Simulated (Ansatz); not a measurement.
# ZnSnN2 (Pna2₁, No. 33, 16 atoms in the cell; start mp-1029469)

Computed with PBE-D3(BJ) in Ansatz (plane waves, PAW).

Numerical settings: plane-wave cutoff 520 eV, 6×6×6 k mesh, Fermi–Dirac smearing 0.01 eV, scalar-relativistic PAW data made under PBE.

Cell (relaxed at this level):

```
CELL_PARAMETERS angstrom
      5.85931     0.00000     0.00000
      0.00000     6.74618     0.00000
      0.00000     0.00000     5.49390
ATOMIC_POSITIONS crystal
  Zn 0.58298 0.87496 0.99904
  Zn 0.41702 0.12504 0.49904
  Zn 0.91702 0.37496 0.49904
  Zn 0.08298 0.62504 0.99904
  Sn 0.58811 0.37511 0.99942
  Sn 0.41189 0.62489 0.49942
  Sn 0.91189 0.87511 0.49942
  Sn 0.08811 0.12489 0.99942
  N  0.58305 0.37351 0.37892
  N  0.41695 0.62649 0.87892
  N  0.91695 0.87351 0.87892
  N  0.08305 0.12649 0.37892
  N  0.57933 0.87657 0.37261
  N  0.42067 0.12343 0.87261
  N  0.92067 0.37657 0.87261
  N  0.07933 0.62343 0.37261
```

```json
{
  "band_gap": "0.17 eV"
}
```

Spin–orbit coupling is not included.

The computed numbers hold no vibrational or temperature effects.

A start named mp-… is a Materials Project structure, which need not be a measured phase.

Ansatz is an electronic-structure program.
